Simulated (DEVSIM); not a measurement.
Device: abrupt Si p-n junction, at 400 K.

Layer 1 from the left is Si, thickness (μm) 0.180, Na (cm⁻³) 1.2e17, τn (s) 3.7e-5, τp (s) 3.7e-5. Layer 2 from the left is Si, thickness (μm) 6.70, Nd (cm⁻³) 1.1e17, τn (s) 3.7e-5, τp (s) 3.7e-5.

Left contact: ohmic. Right contact: ohmic. Voltage is applied to the left contact. Recombination: SRH at mid-gap. Mobility is constant in doping.

This is a model device: material constants are rounded textbook-type values typed into the input, and sizes, dopings and lifetimes were drawn at random. Values at 300 K; Nc and Nv go as T^1.5, mobilities as T to minus their exponent, the gap by Varshni's rule with the affinity fixed.

Si: gap (eV) 1.124, affinity (eV) 4.05, permittivity 11.7, Nc (cm⁻³) 2.86e19, Nv (cm⁻³) 3.1e19, μn (cm²/Vs) 1417, μp (cm²/Vs) 470, T exponent of μn 2.3, T exponent of μp 2.2, Varshni α (eV/K) 0.000473, Varshni β (K) 636.

Model (solved in DEVSIM): 1D drift-diffusion, Boltzmann statistics, complete ionisation; no tunnelling, impact ionisation, image-force lowering or self-heating.

What does the simulation give for the dark forward voltage at 100 A/cm², the largest field in the device at zero bias, the dark forward voltage at 1 A/cm², the potential step across the device at zero bias?

dark forward voltage at 100 A/cm² 0.494 V; largest field in the device at zero bias 100000 V/cm; dark forward voltage at 1 A/cm² 0.326 V; potential step across the device at zero bias 0.684 V.
